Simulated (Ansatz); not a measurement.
ZnGeO3 (R-3, No. 148, 10 atoms in the cell; start mp-8285) was calculated with HSE06+SOC (Ansatz, a program for electronic structure, PAW).

Settings: plane-wave cutoff 460 eV, 6×6×6 k mesh, Fermi–Dirac smearing 0.01 eV, PAW data made under PBE.

Cell (relaxed with PBEsol):

```yaml
crystal:
  lattice:
    - [2.49082, 1.43807, 4.61002]
    - [-2.49082, 1.43807, 4.61002]
    - [0.00000, -2.87615, 4.61002]
  atoms:
    - { symbol: Zn, position: [0.36801, 0.36801, 0.36801] }
    - { symbol: Zn, position: [0.63199, 0.63199, 0.63199] }
    - { symbol: Ge, position: [0.15613, 0.15613, 0.15613] }
    - { symbol: Ge, position: [0.84387, 0.84387, 0.84387] }
    - { symbol: O, position: [0.78397, 0.04628, 0.43901] }
    - { symbol: O, position: [0.21603, 0.95372, 0.56099] }
    - { symbol: O, position: [0.04628, 0.43901, 0.78397] }
    - { symbol: O, position: [0.95372, 0.56099, 0.21603] }
    - { symbol: O, position: [0.43901, 0.78397, 0.04628] }
    - { symbol: O, position: [0.56099, 0.21603, 0.95372] }
```

### Question
Predict the band gap and smallest direct gap on the k points sampled.

### Answer

- band gap: 4.35 eV (indirect)
- smallest direct gap on the k points sampled: 4.51 eV

Note: cell and atoms aren't relaxed at this level (largest force component 0.40 eV/Å, pressure -2.0 GPa).

Computed values are for the static lattice.

A start named mp-… is a Materials Project structure, which need not be a measured phase.
